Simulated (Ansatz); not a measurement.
Start from SnSe2 in the CdI2 type structure (space group P-3m1, No. 164; a = 3.826 Å, c = 6.231 Å; layered, stacked along the Cartesian z axis).

Levels (all Ansatz, a program for electronic structure, PAW): r2SCAN+rVV10 (500 eV, scalar-relativistic without spin-orbit coupling); HSE06 (420 eV, no spin-orbit coupling).

The geometry is relaxed with r2SCAN+rVV10.

r2SCAN+rVV10 band gap: 0.94 eV

Task: What does HSE06 give at this geometry for the band gap?

Result: The band gap increases by 0.40 eV (0.94 eV → 1.34 eV).

Single points use the geometry relaxed with r2SCAN+rVV10. HSE06 was sampled on its mesh, a few special points and the semilocal edge points, so its gap is an upper bound. Stability against distortions was not tested.
